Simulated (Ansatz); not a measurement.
## How the band gap of InSb (model structure, started from the BN type, Pm-3n, No. 223, 12 atoms in the cell) moves with the method

No measured value is used here.

```tsv
level (code)	value (eV)	cell (Å³/atom)
LDA (Ansatz)	0.00	43.39
PBEsol+SOC (Ansatz)	0.00	43.39
r²SCAN+SOC (Ansatz)	0.00	43.39
r²SCAN+rVV10 (Ansatz)	0.01	43.47
HSE06 (Ansatz)	…	43.39
```

Problem. Some entries are withheld; supply them.

Solution. 
- HSE06 (Ansatz, a quantum-chemistry and plane-wave program), value (eV): 0.26

Computed values are for a static lattice. Spin–orbit coupling is included only where a level's name says +SOC; with heavier elements it mostly lowers gaps and can invert bands. A gap of zero means that the bands touch or overlap; how far they overlap is not shown.  Values are at the PBEsol cell; r²SCAN+rVV10 at the level's own equilibrium cell. Cutoffs and k meshes differ between the levels. Ansatz's density-functional and Hartree–Fock values are scalar-relativistic unless marked +SOC, with PAW data made under PBE.

A model structure was made by putting elements into a prototype or built by hand; it is no filed structure, need not be a known phase, and can be a saddle point held by its symmetry.
